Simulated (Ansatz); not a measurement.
Partial pair distribution functions of a relaxed model of amorphous Si₂₄O₅₁Lu₂, broadened by 0.06 Å; density 2.64 g/cm³. Level of theory: PBE, scalar-relativistic without spin-orbit coupling (plane waves to 420 eV, PAW; Ansatz, a quantum-chemistry and plane-wave program).

A CHGNet melt-quench gave the starting glass, which DFT then relaxed. O atoms were pushed apart under 1.9 Å during the dynamics, to hinder bonds among them. The hot cell started wider than the set density and was brought back towards it in steps. It is the lowest in DFT energy of 2 quenches. It is a model cell: composition and starting density were chosen by hand, and all elements were melted together. No dispersion term was used. Its density started from a set value of 2.64 and ended at 2.64 g/cm³. Cooling (nominally 320 K/ps over its main leg) ran many orders faster than in experiment, which tends to leave more defects and strain. One small periodic cell is one sample of the glass; other quenches scatter about these values. The volume was held where the preparation left it and the shape relaxed, at a PBE pressure of 0.9 GPa. Stress components on the final sampling reach 0.9 GPa.

```
r (Å)  g Si-O  g O-Lu  g Si-Si  g O-O
-----  ------  ------  -------  -----
1.35     0.00    0.00     0.00   0.00
1.45     0.39    0.00     0.00   0.00
1.55     8.02    0.00     0.00   0.00
1.65    15.07    0.00     0.00   0.00
1.75     3.10    0.00     0.00   0.00
1.85     0.44    0.03     0.00   0.00
1.95     0.05    1.01     0.00   0.00
2.05     0.00    5.30     0.00   0.00
2.15     0.00    6.32     0.00   0.00
2.25     0.00    2.32     0.03   0.01
2.35     0.00    1.55     0.32   0.10
2.45     0.01    2.11     0.21   0.50
2.55     0.07    1.13     0.01   2.99
2.65     0.03    0.49     0.07   5.73
2.75     0.00    0.02     0.61   4.13
2.85     0.03    0.00     1.98   1.44
2.95     0.13    0.00     2.96   0.58
3.05     0.30    0.00     3.81   0.51
3.15     0.44    0.02     4.08   0.49
3.25     0.46    0.47     1.54   0.47
3.35     0.87    1.42     0.15   0.57
3.45     1.23    0.52     0.00   0.51
3.55     1.22    0.36     0.01   0.55
3.65     1.39    0.46     0.10   0.65
3.75     1.25    0.47     0.12   0.53
3.85     1.57    0.79     0.01   0.63
3.95     1.48    1.52     0.08   0.88
4.05     1.38    1.34     0.33   0.66
4.15     1.95    1.30     0.59   0.66
4.25     1.99    1.89     0.79   0.86
4.35     1.19    1.80     1.04   0.87
4.45     0.58    1.53     1.32   0.63
4.55     0.57    1.42     0.99   0.91
4.65     0.72    1.71     0.73   1.17
4.75     0.61    1.67     1.14   1.14
4.85     0.75    1.35     1.22   1.47
4.95     0.92    0.84     1.69   1.60
```

Within 2.00 Å each Si has 4.00 O neighbours on average.
